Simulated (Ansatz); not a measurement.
Start from BeSe in the zinc blende structure (space group F-43m, No. 216; a = 5.129 Å). Axes: x, y, z lie along the cube axes.

Modification: uniaxial stress, 5 GPa tension along x, with the cell and atoms free to relax against it.

All numbers come from PBEsol (Ansatz, a first-principles code; PAW; 420 eV plane waves; without spin-orbit coupling), earlier PAW set.

**Question.** Give the band edges at the high-symmetry points of the new zone, measured from its valence-band maximum.

**Answer.** 
```tsv
point	valence edge (eV)	conduction edge (eV)
Γ	0.00	3.99
X	-2.83	2.27
P	-3.35	5.48
N	-0.90	3.96
M	-2.43	2.68
S	-1.90	4.04
S₀	-1.90	4.04
R	-3.41	5.51
G	-3.41	5.51
```

The gap is 2.27 eV, indirect, Γ → X.

Load acts through the strain it causes; cell and atoms are relaxed under it. Stability under load was not tested beyond the relaxation. k-point labels follow each cell's own Brillouin zone.
